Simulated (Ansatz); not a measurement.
**InSb, pressure series**

The reference is InSb in the rock salt structure (space group Fm-3m, No. 225; a = 6.0346 Å; a model cell, its experimental status unchecked).

Cell and atoms are relaxed at each pressure.

The values are results of Kohn–Sham DFT with the PBEsol functional, run in Ansatz (an electronic-structure program) with PAW and 420 eV plane waves, no spin-orbit coupling, not measurements.

```tsv
pressure (GPa)	volume per atom (Å³/atom)
-2	28.573
-1	?
0	27.470
1.8	26.662
9	24.386
18	22.566
30	20.918
45	19.475
60	18.406
```

Task: Fit the third-order Birch–Murnaghan form P(V) = (3B₀/2)[(V₀/V)^(7/3) − (V₀/V)^(5/3)]·[1 + (3/4)(B₀′ − 4)((V₀/V)^(2/3) − 1)] (squares taken in P) to the rows shown and predict the withheld row.

Result: Least squares on the printed values gives V₀ = 27.469 Å³/atom, B₀ = 57.3 GPa, B₀′ = 4.8; this predicts 27.975 Å³/atom, and the run gives 27.995 Å³/atom, 0.020 higher.

Load acts through the strain it causes; cell and atoms are relaxed under it. Stability against distortions was not tested. Competing high-pressure phases were not computed. The final runs are not spin-polarised. This is not the structure that InSb has at room temperature and ambient pressure.
